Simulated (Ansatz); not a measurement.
SnTe (model structure, started from the 4H type, P6₃mc, No. 186, 8 atoms in the cell), treated with PBEsol in Ansatz (plane waves, PAW).

Numerical settings: plane-wave cutoff 500 eV, 12×12×4 k mesh (along the axes of the cell as run), Fermi–Dirac smearing 0.05 eV, scalar-relativistic PAW data made under PBE.

Cell (relaxed at this level):

SnTe is taken in the hexagonal space group P6₃mc (No. 186), Pearson symbol hP8. Conventional cell: a = b = 5.3360 Å, c = 12.4278 Å, α = β = 90.00°, γ = 120.00°. Sn1 on 2a has 5 Te at 2.999–3.215 Å (trigonal bipyramidal). Sn2 on 2b is surrounded by 4 Te at 3.000–3.084 Å. Te1 on 2a has 5 Sn at 2.999–3.215 Å (trigonal bipyramidal). Te2 on 2b is surrounded by 4 Sn at 3.000–3.082 Å. (Neighbours: up to the widest gap in distance over summed covalent radii, below 1.35, at either atom; cation-cation and far metal-metal contacts left out.)

Task: Predict the band gap.

Result: 
- band gap: 0.32 eV (on the SCF k mesh)

Note: the relaxation could raise the start's symmetry but not lower it, so the cell can be a saddle point.

Spin–orbit coupling is not included; with these elements it can move the gap by several tenths of an eV or more.

Computed values are for the static lattice.

Computing time: around 17 core-minutes (rough).

A model structure was made by putting elements into a prototype or built by hand; it is no filed structure, need not be a known phase, and can be a saddle point held by its symmetry.

Ansatz is a first-principles code.
